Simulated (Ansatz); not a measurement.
**BaTiO3, response to strain**

Consider BaTiO3 in the cubic perovskite structure (space group Pm-3m, No. 221; a = 3.9346 Å).

Strains are applied to the cell and any free atomic positions relax.

Calculations: Kohn–Sham DFT with the LDA functional, run in Ansatz (a first-principles code) with PAW and 420 eV plane waves, scalar-relativistic without spin-orbit coupling.

Computed cases, in order: isotropic strain −3.00 %; isotropic strain −2.40 %; isotropic strain −1.80 %; isotropic strain −1.20 %; isotropic strain −0.60 %; the unstrained base.

Between which two neighbouring cases does the gap turn between direct and indirect?

Between isotropic strain −1.20 % (1.89 eV, direct at Γ) and isotropic strain −0.60 % (1.86 eV, indirect, R → Γ). The whole series: isotropic strain −3.00 %: 1.91 eV, direct at Γ; isotropic strain −2.40 %: 1.90 eV, direct at Γ; isotropic strain −1.80 %: 1.90 eV, direct at Γ; isotropic strain −1.20 %: 1.89 eV, direct at Γ; isotropic strain −0.60 %: 1.86 eV, indirect, R → Γ; the unstrained base: 1.83 eV, indirect, R → Γ.

No phonon test of stability was made. The final runs are not spin-polarised. Many cubic perovskites are stable only at high temperature; tilts and polar distortions were not tested. This is not the structure that BaTiO3 has at room temperature and ambient pressure.
